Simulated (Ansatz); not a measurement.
Abridged Ansatz (a quantum-chemistry and plane-wave program) output:

```
Relaxation: its limit of steps is 50 (relax.max_steps)
Pseudopotential: Al, paw, valence charge 3
Crystal: 1 atoms, lattice volume = 16.065 Å³
Basis set: ecut = 420 eV, 331 PW (Γ), exchange–correlation on 40×40×40 points (8 copies of the dense FFT grid, shifted against one another)
Bands: 6, of which v1, the nominal top of the filled ones, is band 2 counted from 1 (1 counted from 0)
Symmetry: 16 space group operations
k-points: 1639 of 21952
Functional: x = pbesol(κ = 0.804, μ = 0.12345679012345678), c = pbesol(β = 0.046)
SCF iter   1: F=—  HF=-524.554262 eV  |F-HF|=—  |Δ(HF+E_count)|=         —  Δρ=7.31e-4  dr2=3.82e-5  ethr=1.77e-3  ⟨swp⟩=4.8  Hψ=84356  notcnv=0
SCF iter   2: F=—  HF=-524.554285 eV  |F-HF|=—  |Δ(HF+E_count)|=   2.25e-5  Δρ=3.67e-4  dr2=9.38e-6  ethr=1.27e-6  ⟨swp⟩=1.9  Hψ=24469  notcnv=0  defer=1
SCF 1 converged in 6 iterations: F = -524.554290 eV  dr2 = 6.78e-12
relax step   1: F+E_penalty+E_count = -524.55429001 eV  Δ(F+E_penalty+E_count) = +0.000e0 eV  max|allowed force component| = 0.000e0 eV/Å  Δτ_max = 0.0000 Å  P = +0.626 GPa  Ω = 16.065 Å³  fix = [a, b, gamma]  reactions: a +0.743, b +0.743 GPa  (6 SCF iters, dr2 threshold 1.00e-7 eV, accepted)
[... steps on the carried basis left out ...]
relax step   3: F+E_penalty+E_count = -524.55433316 eV  Δ(F+E_penalty+E_count) = +1.535e-6 eV  max|allowed force component| = 0.000e0 eV/Å  Δτ_max = 0.0000 Å  P = +0.342 GPa  Ω = 16.119 Å³  energy of the carried Pulay correction = -2.337e-5 eV  fix = [a, b, gamma]  reactions: a +0.513, b +0.513 GPa  (3 SCF iters, dr2 threshold 2.58e-8 eV, accepted)
Crystal: 1 atoms, lattice volume = 16.119 Å³
SCF iter   1: F=—  HF=-524.554342 eV  |F-HF|=—  |Δ(HF+E_count)|=         —  Δρ=4.50e-6  dr2=2.41e-10  ethr=3.12e-9  ⟨swp⟩=3.2  Hψ=115314  notcnv=0
SCF iter   2: F=—  HF=-524.554357 eV  |F-HF|=—  |Δ(HF+E_count)|=   1.48e-5  Δρ=2.24e-6  dr2=5.43e-11  ethr=8.02e-12  ⟨swp⟩=2.0  Hψ=12614  notcnv=0
SCF 4 converged in 4 iterations: F = -524.554357 eV  dr2 = 6.23e-14
SCF converged after 4 iterations
Free energy (F): -524.554357 eV
Internal energy: -524.540800 eV  (E = F + TS)
E sigma→0 (E₀):  -524.547579 eV
Entropy (-TS):   -0.013557 eV (-13.557 meV/atom)
Fermi energy:    8.128710 eV
--- Forces (eV/Å), atoms counted from 1 ---
  atom   1  Al    -0.00000000     0.00000000     0.00000000
--- Stress (GPa, compression-positive) ---
        0.514644      -0.000000       0.000000
       -0.000000       0.514644      -0.000000
        0.000000      -0.000000       0.005927
  P = ⅓ Tr σ = 0.3451 GPa (3.451 kbar)
--- Relaxed structure (3 steps of the walk, 3 accepted, 1 SCFs on fresh bases) ---
  cell:  # Å, volume = 16.1193 Å³
    - [2.8251624745, 2.1792231428419617e-22, 3.509083302050469e-11]
    - [2.179177440320011e-22, 2.8251624745, -3.509083254098321e-11]
    - [1.4125812372249151, -1.4125812372249151, 2.019572837631909]
  atoms:
    - { symbol: Al, position: [0.0, 0.0, 0.0] }
```

Task: What was computed, and what are the main results?

Result: Al, 1 atom in the cell, with Ansatz PBEsol, no spin-orbit coupling. The last SCF converged to F = -524.554357 eV, or -524.5544 eV per atom, at a pressure of 0.35 GPa. The total energy compares only with runs of the same code, potentials and settings.

The cells carry an imposed strain or load. Whether these cells are dynamically stable was not tested. The cell was made from Al in the fcc (Cu type) structure (space group Fm-3m, No. 225) by this change: biaxial strain −0.50 %, plane normal [001], relaxed out of plane.

Keys are those of Ansatz 0.2.
